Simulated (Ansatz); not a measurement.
We consider Ta₂O₅ (I4/mmm, No. 139, 7 atoms in the cell; start mp-1218001), described by r²SCAN+rVV10 (Ansatz, a program for electronic structure, PAW).

Run with plane-wave cutoff 560 eV, 10×10×10 k mesh, Fermi–Dirac smearing 0.01 eV, scalar-relativistic PAW data made under PBE.

Cell (relaxed at this level):

```xyz
7
Lattice="-2.6215 2.6215 4.7642 2.6215 -2.6215 4.7642 2.6215 2.6215 -4.7642" Properties=species:S:1:pos:R:3 pbc="T T T"
Ta     0.0000     0.0000     1.8810
Ta     0.0000     0.0000     7.6474
O      0.0000     0.0000     0.0000
O     -1.3108     1.3108     2.3821
O      1.3108     1.3108    -2.3821
O      1.3108    -1.3108     2.3821
O      1.3108     1.3108     2.3821
```

Predict the band gap.


- band gap = 2.15 eV (on the SCF k mesh)

Note: the relaxation could not lower the start's symmetry, so the cell can be a saddle point above a distorted one.

Spin–orbit coupling is not included.

Static lattice: no zero-point or thermal effects.

The result took about 2.7 core-minutes (a rough figure).

A start named mp-… is a Materials Project structure, which need not be a measured phase.
